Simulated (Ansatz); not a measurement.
An Ansatz (a first-principles code) run: GaCuSe2 with a change (holes 5.0×10^21 cm⁻³); r2SCAN (Ansatz; PAW; 500 eV plane waves; without spin-orbit coupling).

Input:

Ansatz 0.2 input:
```yaml
crystal:
  lattice:
    - [-2.8041388363, 2.8041388363, 5.5487510141]
    - [2.8041388363, -2.8041388363, 5.5487510141]
    - [2.8041388363, 2.8041388363, -5.5487510141]
  atoms:
    - { symbol: Cu, position: [0.75, 0.25, 0.5] }
    - { symbol: Cu, position: [0, 0, 0] }
    - { symbol: Ga, position: [0.25, 0.75, 0.5] }
    - { symbol: Ga, position: [0.5, 0.5, 0] }
    - { symbol: Se, position: [0.1213397786, 0.125, 0.4963397786] }
    - { symbol: Se, position: [0.6286602214, 0.625, 0.5036602214] }
    - { symbol: Se, position: [0.375, 0.8786602214, 0.0036602214] }
    - { symbol: Se, position: [0.875, 0.3713397786, 0.9963397786] }
basis: { ecutwfc: 500, ecutrho_ratio: 4, xc_grid: 4, fft_grid_basis: typed }
kpoints: { mp_grid: { grid: [12, 12, 12] } }
hamiltonian:
  xc: r2scan
  dispersion: none
  pseudopotentials: { kind: paw }
total_charge: 0.872618
scf: { occupations: { method: fermi_dirac, width: 0.0259 }, convergence: { dr2_threshold: 0.0000000008 } }
relax: { f_tol: 0.005, max_steps: 30 }
output: { forces: true, stress: true }
checkpoint: { write: state.ck, write_every: 1000 }
```

Output (explanatory and most iteration lines left out):

```
Relaxation: its limit of steps is 30 (relax.max_steps)
Pseudopotential: Cu, paw, valence charge 19
Pseudopotential: Ga, paw, valence charge 13
Pseudopotential: Se, paw, valence charge 16
Crystal: 8 atoms, lattice volume = 174.524 Å³
Basis set: ecut = 500 eV, 4437 PW (Γ), exchange–correlation on 200×200×200 points (64 copies of the dense FFT grid, shifted against one another)
Bands: 77, of which v1, the nominal top of the filled ones, is band 64 counted from 1 (63 counted from 0)
Symmetry: 8 space group operations
Space group: I-42d (ITA 122), of the structure as read, at distance tolerance 5.6e-5 Å
k-points: 163 of 1728 (time reversal used)
Functional: x = r2scan, c = r2scan; τ floored in thin density (d = 2e-4 eV/Å³)
SCF iter   1: F=—  HF=-42768.520399 eV  |F-HF|=—  |Δ(HF+E_count)|=         —  Δρ=6.94e-2  dr2=5.40e0  dr2_τ=1.73e-2  ethr=1.77e-3  ⟨swp⟩=6.0  Hψ=43155  notcnv=0  defer=4
SCF iter   2: F=—  HF=-42767.767391 eV  |F-HF|=—  |Δ(HF+E_count)|=   7.53e-1  Δρ=2.95e-2  dr2=1.05e0  dr2_τ=1.43e-2  ethr=1.77e-3  ⟨swp⟩=3.0  Hψ=26590  notcnv=0  defer=1185
SCF 1 converged in 11 iterations: F = -42767.242503 eV  dr2 = 4.48e-10
relax step   1: F+E_penalty+E_count = -42767.24250273 eV  Δ(F+E_penalty+E_count) = +0.000e0 eV  max|allowed force component| = 1.890e-1 eV/Å  Δτ_max = 0.0000 Å  (11 SCF iters, accepted)
Crystal: 8 atoms, lattice volume = 174.524 Å³
SCF iter   1: F=—  HF=-42767.248142 eV  |F-HF|=—  |Δ(HF+E_count)|=         —  Δρ=1.15e-3  dr2=9.90e-4  dr2_τ=1.87e-3  ethr=7.55e-7  ⟨swp⟩=2.0  Hψ=35765  notcnv=0  defer=1172
SCF iter   2: F=—  HF=-42767.249449 eV  |F-HF|=—  |Δ(HF+E_count)|=   1.31e-3  Δρ=2.52e-4  dr2=1.20e-4  dr2_τ=2.64e-6  ethr=7.55e-7  ⟨swp⟩=2.0  Hψ=22749  notcnv=0  defer=1172
SCF 2 converged in 9 iterations: F = -42767.249382 eV  dr2 = 1.25e-10
relax step   2: F+E_penalty+E_count = -42767.24938180 eV  Δ(F+E_penalty+E_count) = -6.879e-3 eV  max|allowed force component| = 5.580e-2 eV/Å  Δτ_max = 0.0141 Å  (9 SCF iters, accepted)
Crystal: 8 atoms, lattice volume = 174.524 Å³
SCF iter   1: F=—  HF=-42767.249830 eV  |F-HF|=—  |Δ(HF+E_count)|=         —  Δρ=4.83e-4  dr2=1.76e-4  dr2_τ=3.27e-4  ethr=1.37e-6  ⟨swp⟩=4.0  Hψ=24866  notcnv=0  defer=1170
SCF iter   2: F=—  HF=-42767.250062 eV  |F-HF|=—  |Δ(HF+E_count)|=   2.31e-4  Δρ=1.04e-4  dr2=2.10e-5  dr2_τ=4.64e-7  ethr=1.39e-7  ⟨swp⟩=2.0  Hψ=24842  notcnv=0  defer=1170
SCF 3 converged in 8 iterations: F = -42767.250042 eV  dr2 = 3.65e-10
relax step   3: F+E_penalty+E_count = -42767.25004152 eV  Δ(F+E_penalty+E_count) = -6.597e-4 eV  max|allowed force component| = 1.984e-4 eV/Å  Δτ_max = 0.0059 Å  (8 SCF iters, accepted)
Crystal: 8 atoms, lattice volume = 174.524 Å³
SCF iter   1: F=—  HF=-42767.250042 eV  |F-HF|=—  |Δ(HF+E_count)|=         —  Δρ=6.18e-7  dr2=3.65e-10  dr2_τ=8.12e-12  ethr=1.00e-12  ⟨swp⟩=2.0  Hψ=46907  notcnv=0  defer=1143
SCF iter   2: F=-42767.250042 eV  HF=-42767.250042 eV  |F-HF|=5.97e-10  |Δ(HF+E_count)|=  4.37e-10  Δρ=4.28e-7  dr2=2.23e-10  dr2_τ=2.27e-12  ethr=1.00e-12  ⟨swp⟩=4.0  Hψ=39158  notcnv=0
SCF 4 converged in 2 iterations: F = -42767.250042 eV  dr2 = 2.23e-10
SCF converged after 2 iterations
Free energy (F): -42767.250042 eV
Internal energy: -42767.240159 eV  (E = F + TS)
E sigma→0 (E₀):  -42767.245100 eV
Entropy (-TS):   -0.009883 eV (-1.235 meV/atom)
Fermi energy:    7.907864 eV
--- Forces (eV/Å), atoms counted from 1 ---
  atom   1  Cu     0.00000000     0.00000000     0.00000000
  atom   2  Cu     0.00000000     0.00000000     0.00000000
  atom   3  Ga    -0.00000000    -0.00000000    -0.00000000
  atom   4  Ga    -0.00000000     0.00000000     0.00000000
  atom   5  Se     0.00000000    -0.00019870    -0.00000000
  atom   6  Se     0.00000000     0.00019870    -0.00000000
  atom   7  Se     0.00019870    -0.00000000    -0.00000000
  atom   8  Se    -0.00019870    -0.00000000    -0.00000000
--- Stress (GPa, compression-positive) ---
       -0.194245       0.000000       0.000000
        0.000000      -0.194245      -0.000000
        0.000000      -0.000000      -0.116244
  P = ⅓ Tr σ = -0.1682 GPa (-1.682 kbar)
--- Relaxed structure (3 steps of the walk, 3 accepted, 0 SCFs on fresh bases) ---
  atoms:
    - { symbol: Cu, position: [0.75, 0.25, 0.5] }
    - { symbol: Cu, position: [-1.9332177109962093e-20, -5.151126754466779e-35, -1.9332177109962144e-20] }
    - { symbol: Ga, position: [0.25, 0.75, 0.5] }
    - { symbol: Ga, position: [0.5, 0.5, -1.933217710996245e-20] }
    - { symbol: Se, position: [0.11778251677712177, 0.125, 0.49278251677712176] }
    - { symbol: Se, position: [0.6322174832228782, 0.625, 0.5072174832228782] }
    - { symbol: Se, position: [0.37500000000000006, 0.8822174832228784, 0.00721748322287824] }
    - { symbol: Se, position: [0.875, 0.3677825167771218, 0.9927825167771217] }
```

Carriers are added with a uniform compensating background; total energy and stress of such cells depend on the potential's zero and are not compared; many-body gap narrowing is missing at this level. No phonon test of stability was made. The final runs are not spin-polarised. The cell was made from GaCuSe₂ in the chalcopyrite structure (space group I-42d, No. 122) by this change: holes 5.0×10^21 cm⁻³.
